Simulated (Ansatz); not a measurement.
The starting structures come from a database of crystals and need not be the phases stable at ambient conditions.

 Where the default PAW files enter, the runs use the earlier of Ansatz's two default sets.

Consider the following.

```xyz
14
Lattice="4.7243 0.0000 0.0000 0.0000 5.3924 0.0000 2.3621 -1.4215 5.8555" Properties=species:S:1:pos:R:3 pbc="T T T"
V      3.4972     3.0434     4.1823
V      3.5892     0.9276     1.6733
V      1.1351     3.6238     1.6733
V      5.9514     0.3472     4.1823
O      5.0085     1.6820     4.5678
O      2.0779     2.2890     1.2877
O      2.6464     4.9852     1.2877
O      4.4400    -1.0142     4.5678
O      5.0558     0.1312     2.3825
O      2.0306     3.8398     3.4730
O      2.6937     1.1436     3.4730
O      4.3927     2.8274     2.3825
O      0.5422     4.0443     0.0000
O      4.1821     1.3481     0.0000
```

Space group of this cell: C2/c. The cell is taken as given; by r2SCAN its mean pressure is -12.5 GPa.

Calculation: r2SCAN (plane waves, PAW; Ansatz, a first-principles code).

The current runs along the normal of the first two printed vectors; no spin-orbit coupling. Scaled by the factor s: all lengths (ions clamped). The meshes follow the cell: 8×6×8 and 8×6 across at s = 0.98, 8×6×8 and 6×6 across at s = 1.00, 8×6×8 and 6×6 across at s = 1.02.

| s | mean pressure (GPa) | band gap (eV) |
|---|---|---|
| 0.98 | 1.4 | ? |
| 1.00 | -12.5 | 1.42 |
| 1.02 | -22.8 | 1.29 |

### Question
Take the slope of the band gap against ln s from the two given rows, extrapolate to s = 0.98, and say what the run there gives.

### Answer
Slope = (1.29 − 1.42) / ln 1.02 = -6.56 eV. The line gives 1.42 + (-6.56) × ln 0.98 = 1.55 eV. The run gives 1.56 eV, 0.01 eV over the line, 6 % of the predicted step.
